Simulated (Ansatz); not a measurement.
SiH3 on the (100) surface of germanium (2x1 monohydride; a constructed slab, bottom: dihydride, held), one in a cell of 66 Å², started at the site 'top H'

Calculation: r2SCAN, at the PBE geometry and the start's symmetry (plane waves to 500 eV, PAW; Ansatz, a first-principles code).

Model: 48-atom slab, 12.3 Å thick at the start with caps and adatoms under the adsorbate (thin: gaps and levels are the slab's own), 3x3x1 mesh, Fermi-Dirac 0.01 eV, dipole correction, single point; on the structure that PBE left under its start's symmetry; spin-polarised, ending with about 1.0 μB a cell; orders that need a larger cell were not tried, no spin-orbit, no U, no dispersion correction. The program's check for a lower electronic state was not made. At the end no host atom lies within bonding distance. In PBE it is, or lies within 0.03 eV of, the lowest of the starts that converged; the order may differ at this level.

```json
{
 "energy of the end state, in which the adsorbate took H from the surface and left as H4Si, against SiH4(g) − ½ H2(g) at the same level": "0.80 eV",
 "change_of_the_step_from_the_bottom_to_the_top_vacuum_level_against_the_clean_slab": "0.010 eV",
 "height of the binding atom over the mean of the host atoms within 0.3 Å of the top one": "3.277 Å",
 "magnetic_moment_of_the_cell": "1.00 μB",
 "cost": "roughly 50 core-minutes"
}
```

A negative adsorption energy means that the adsorbate is more stable on the surface than in its reference.
